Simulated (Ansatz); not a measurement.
Hf under a change: biaxial strain +0.70 %, plane normal [001], relaxed out of plane

The parent structure is Hf in the hcp (Mg type) structure (space group P6_3/mmc, No. 194; a = 3.198 Å, c = 5.049 Å; relaxed with 0.1 eV smearing). Axes: x lies along a and z along c of the hexagonal cell.

Perturbation: tensile biaxial strain of 0.70 % in the plane normal to [001], as in epitaxy on a mismatched substrate; the out-of-plane cell vector and the atoms relax.

Level of theory: Kohn–Sham DFT with the r2SCAN functional, run in Ansatz (a quantum-chemistry and plane-wave program) with PAW and 500 eV plane waves, without spin-orbit coupling. Γ-centred 21×21×12 mesh, Fermi–Dirac width 0.1 eV.

The volume per atom increases by 0.214 Å³ to 22.58 Å³ and the shortest interatomic distance stays essentially unchanged (3.128 Å against 3.126 Å). The pressure (mean of the normal stresses, compression positive) goes from zero to -1.0 GPa and the band gap stays zero. The out-of-plane strain is -0.44 % and the mean in-plane stress (compression positive) amounts to -1.5 GPa.

No phonon test of stability was made. The final runs are not spin-polarised.
